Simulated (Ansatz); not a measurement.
# A constructed model of the (100) surface of rock-salt TiN, a layer of Al, one atom over each Ti (bottom of the slab: a bare face, its two planes held)

Computed with PBE (plane waves to 420 eV, PAW; Ansatz, a quantum-chemistry and plane-wave program).

Model: 13-atom slab, 13.5 Å thick at the start with caps and adatoms (thin: gaps and levels are the slab's own), 12x12x1 mesh, Fermi-Dirac 0.1 eV, dipole correction, 4 atoms held, the rest relaxed; symmetry of the start imposed; no spin, no spin-orbit, no U. In PBE it lies 0.75 eV a 1x1 cell over the lowest computed structure of the same composition (a layer of Al, one atom over each N).

```json
{
  "work_function_of_the_top_face": "4.28 eV",
  "energy_released_by_relaxation": "0.028 eV",
  "cost": "around 9 core-minutes (rough)"
}
```
